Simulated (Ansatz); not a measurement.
# A computed series for hypothetical zinc blende KBr: response to strain

The parent structure is KBr in the zinc blende structure (space group F-43m, No. 216; a hypothetical phase, not in the database extracts checked).

```
CELL_PARAMETERS angstrom
      0.00000     3.65560     3.65560
      3.65560     0.00000     3.65560
      3.65560     3.65560     0.00000
ATOMIC_POSITIONS crystal
  Br 0.75000 0.75000 0.75000
  K  0.00000 0.00000 0.00000
```

Cartesian axes are those of the cell as printed.

Strains are applied to the cell and any free atomic positions relax; under biaxial strain the out-of-plane vector relaxes too.

Level of theory: PBEsol (Ansatz, a program for electronic structure; PAW; 420 eV plane waves; without spin-orbit coupling).

Candidates:
(a) biaxial strain +1.88 %, plane normal [001], relaxed out of plane
(b) uniaxial strain ε_xx = −4.52 %
(c) isotropic strain +5.53 %

Base values:

```
Item       Result
--------  -------
Band gap  4.33 eV
```

Problem. Order them by band gap, highest first.

Solution. (b) uniaxial strain ε_xx = −4.52 % (4.38 eV), (a) biaxial strain +1.88 %, plane normal [001], relaxed out of plane (4.31 eV), (c) isotropic strain +5.53 % (4.09 eV)

Stability against distortions was not tested.
